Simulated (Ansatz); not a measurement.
Base system: ZnS in the wurtzite structure (space group P6_3mc, No. 186; a = 3.845 Å, c = 6.306 Å). Axes: x lies along a and z along c of the hexagonal cell.

Method: Ansatz (a program for electronic structure) PBE, no spin-orbit coupling, earlier PAW set.

Now apply this change: an isotropic linear strain of +1.38 %; the atoms relax in the strained cell.

**Question.** Predict the stress tensor and what it implies for the stiffness.

**Answer.** Stress of the strained cell less that of the base (GPa, compression positive):
```
  -2.57    0.00    0.00
   0.00   -2.57    0.00
   0.00    0.00   -2.65
```

Then B = −ΔP/(ΔV/V₀) with ΔV/V₀ = 0.0420 gives secant stiffness values (nonlinear terms included at this strain): B (at held cell shape, above the free-shape value) ≈ 62 GPa.

As a check, the harmonic strain energy −½ V₀ Δσ:ε is 6.8 meV/atom; the computed energy rise is 7.1 meV/atom.

Whether these cells are dynamically stable was not tested.
